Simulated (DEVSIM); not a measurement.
Structure: abrupt Si p-n junction, at 250 K.

| layer (left to right) | material | thickness (μm) | Nd (cm⁻³) | Na (cm⁻³) | τn (s) | τp (s) |
|---|---|---|---|---|---|---|
| 1 | Si | 0.150 | - | 7.2e17 | 0.00041 | 0.00041 |
| 2 | Si | 51.0 | 7.2e16 | - | 0.00041 | 0.00041 |

Left contact: ohmic. Right contact: ohmic. Voltage is applied to the left contact. Recombination: SRH at mid-gap, radiative. Gap narrowing is on: ΔEg = 6.92 meV × (l + √(l² + 0.5)), l = ln(N/1.3e17 cm⁻³), shared equally by both band edges. Mobility is μmin + (μ − μmin)/(1 + (N/Nref)^α).

This is a model device: material constants are rounded textbook-type values typed into the input, and sizes, dopings and lifetimes were drawn at random. Values at 300 K; Nc and Nv go as T^1.5, mobilities as T to minus their exponent, the gap by Varshni's rule with the affinity fixed.

| parameter | Si |
|---|---|
| gap (eV) | 1.124 |
| affinity (eV) | 4.05 |
| permittivity | 11.7 |
| Nc (cm⁻³) | 2.86e19 |
| Nv (cm⁻³) | 3.1e19 |
| μn (cm²/Vs) | 1417 |
| μp (cm²/Vs) | 470 |
| μn,min | 52 |
| μp,min | 45 |
| Nref,n | 9.7e16 |
| Nref,p | 2.2e17 |
| αn | 0.68 |
| αp | 0.72 |
| T exponent of μn | 2.3 |
| T exponent of μp | 2.2 |
| B (cm³/s) | 4.7e-15 |
| Varshni α (eV/K) | 0.000473 |
| Varshni β (K) | 636 |

Simulated with DEVSIM: 1D drift-diffusion, Boltzmann statistics, complete ionisation; no tunnelling, impact ionisation, image-force lowering or self-heating.

Question: Give the dark forward current.

Answer: 
```json
[
 {"V (V)": "0.20", "J (A/cm²)": "3.8e-11"},
 {"V (V)": "0.25", "J (A/cm²)": "3.7e-10"},
 {"V (V)": "0.30", "J (A/cm²)": "3.7e-9"},
 {"V (V)": "0.35", "J (A/cm²)": "3.8e-8"},
 {"V (V)": "0.40", "J (A/cm²)": "3.8e-7"},
 {"V (V)": "0.45", "J (A/cm²)": "3.9e-6"},
 {"V (V)": "0.50", "J (A/cm²)": "4.0e-5"},
 {"V (V)": "0.55", "J (A/cm²)": "0.00040"},
 {"V (V)": "0.60", "J (A/cm²)": "0.0041"},
 {"V (V)": "0.65", "J (A/cm²)": "0.041"},
 {"V (V)": "0.70", "J (A/cm²)": "0.42"},
 {"V (V)": "0.75", "J (A/cm²)": "4.0"},
 {"V (V)": "0.80", "J (A/cm²)": "27"},
 {"V (V)": "0.85", "J (A/cm²)": "95"},
 {"V (V)": "0.90", "J (A/cm²)": "200"},
 {"V (V)": "0.95", "J (A/cm²)": "330"},
 {"V (V)": "1.00", "J (A/cm²)": "490"},
 {"V (V)": "1.05", "J (A/cm²)": "670"},
 {"V (V)": "1.10", "J (A/cm²)": "880"},
 {"V (V)": "1.15", "J (A/cm²)": "1100"},
 {"V (V)": "1.20", "J (A/cm²)": "1300"},
 {"V (V)": "1.25", "J (A/cm²)": "1600"},
 {"V (V)": "1.30", "J (A/cm²)": "1900"},
 {"V (V)": "1.35", "J (A/cm²)": "2200"}
]
```
